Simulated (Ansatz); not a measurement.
Results of r²SCAN in Ansatz (PAW) for BN (Fmm2, No. 42, 2 atoms in the cell; start mp-685145; a measured phase of this formula has another space group).

Settings: plane-wave cutoff 560 eV, 16×16×16 k mesh, Fermi–Dirac smearing 0.01 eV, scalar-relativistic PAW data made under PBE.

Computed at the level's own relaxed cell.

```
CELL_PARAMETERS angstrom
      0.00000     3.48029     2.16447
      1.25082     0.00000     2.16447
      1.25082     3.48029     0.00000
ATOMIC_POSITIONS crystal
  B  0.00008 0.00008 0.99992
  N  0.66662 0.66662 0.33338
```

List the 6 lowest band energies at Γ above −25 eV (eV, relative to the valence band maximum), grouping those that round alike.

At Γ: -18.96, -4.68, -1.52, -1.51, 5.13, 12.27.

Note: the cell has widely spaced layers and the level no dispersion term, so their spacing and the moduli can rest on weak binding.

A start named mp-… is a Materials Project structure, which need not be a measured phase.

Ansatz is a first-principles code.
